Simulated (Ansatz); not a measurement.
Here is the system:

End structure of a constructed model of the (0001) surface of hcp Zr, a pseudomorphic layer of Cu in the host's stacking (bottom of the slab: a bare face, its two planes held):

```
CELL_PARAMETERS angstrom
      3.23249     0.00000     0.00000
     -1.61625     2.79942     0.00000
      0.00000     0.00000    32.00000
ATOMIC_POSITIONS crystal
  Zr 0.66667 0.33333 0.25762
  Zr 0.33333 0.66667 0.33840
  Zr 0.66667 0.33333 0.41981
  Zr 0.33333 0.66667 0.50121
  Zr 0.66667 0.33333 0.58190
  Zr 0.33333 0.66667 0.66193
  Cu 0.66667 0.33333 0.72452
```

Slab: 7 atoms, 15.5 Å thick at the start; k 13x13x1, smearing 0.1 eV, dipole-corrected; 2 atoms held, the rest relaxed; held to the start's symmetry, so lower structures may exist; no spin, no spin-orbit, no U. It is one candidate, not shown to be the stable structure of the face.

Problem. Give the work function of the top face at the level PBE in Ansatz (a quantum-chemistry and plane-wave program).

Solution. 3.70 eV
